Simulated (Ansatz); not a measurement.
The parent structure is LiF in the rock salt structure (space group Fm-3m, No. 225).

```
CELL_PARAMETERS angstrom
      0.00000     2.00387     2.00387
      2.00387     0.00000     2.00387
      2.00387     2.00387     0.00000
ATOMIC_POSITIONS crystal
  Li 0.00000 0.00000 0.00000
  F  0.50000 0.50000 0.50000
```

Computed with PBEsol, PAW, 420 eV (Ansatz, a first-principles code; spin-orbit coupling left out).

Carriers are added at fixed cell with a uniform background; the Fermi–Dirac width is that of 300 K.

One change was made to it. Results:

The Fermi level relative to the doped band's edge (positive inside the band; to 0.05 eV) is -0.05 eV; the gap character is still direct at Γ; the gap between the host's bands rises by 0.036 eV (9.05 eV → 9.08 eV).

Q: Which change produced these results?
A) holes 7.0×10^20 cm⁻³
B) electrons 1.0×10^21 cm⁻³
C) holes 2.0×10^21 cm⁻³
D) electrons 1.5×10^21 cm⁻³

A: A, holes 7.0×10^20 cm⁻³. For comparison, the gap between the host's bands in the other runs: electrons 1.5×10^21 cm⁻³ gives 9.01 eV; holes 2.0×10^21 cm⁻³ gives 9.15 eV; electrons 1.0×10^21 cm⁻³ gives 9.02 eV.

Charged cell with a jellium background: band edges are those of the host's band count, energies are not comparable with the neutral cell, and many-body gap narrowing is missing. No phonon test of stability was made.
